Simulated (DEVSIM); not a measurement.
Device: Cr/SiO2/n-Si capacitor, at 300 K.

| layer (left to right) | material | thickness (nm) | Nd (cm⁻³) |
|---|---|---|---|
| 1 | SiO2 | 3.30 | - |
| 2 | Si | 650 | 7.9e17 |

Metal gate on the left, work function 4.5 eV. Fixed charge at the semiconductor interface -4.9e10 cm⁻² (in units of +e); interface traps 3.5e10 cm⁻² eV⁻¹, uniform in energy, neutral level at 0.3 of the gap above the valence band.

The device is made up for the run: typed textbook-type constants, with dimensions and the other settings drawn at random. Values at 300 K.

```tsv
parameter	SiO2	Si
gap (eV)	9	1.124
affinity (eV)	0.9	4.05
permittivity	3.9	11.7
Nc (cm⁻³)	-	2.86e19
Nv (cm⁻³)	-	3.1e19
```

DEVSIM, 1D Poisson equation in equilibrium, Boltzmann statistics, complete ionisation; no quantum confinement or tunnelling. Metal contacts follow the ideal Schottky-Mott rule: no Fermi-level pinning, no interface dipoles.

The SiO2 thickness was swept, all else fixed.

| SiO2 thickness (μm) | capacitance of the dielectric stack (μF/cm²) | threshold voltage (band bending 2φF) (V) | minimum of the low-frequency capacitance (μF/cm²) |
|---|---|---|---|
| 0.0013 | 2.66 | -0.76 | 0.269 |
| 0.0018 | 1.92 | -0.83 | 0.257 |
| 0.0023 | 1.50 | -0.90 | 0.249 |
| 0.0028 | 1.23 | -0.98 | 0.240 |
| 0.0033 | 1.05 | [?] | [?] |
| 0.004 | 0.863 | -1.14 | 0.220 |

Complete the blanks.


- 0.0033, threshold voltage (band bending 2φF) (V): -1.04
- 0.0033, minimum of the low-frequency capacitance (μF/cm²): 0.231
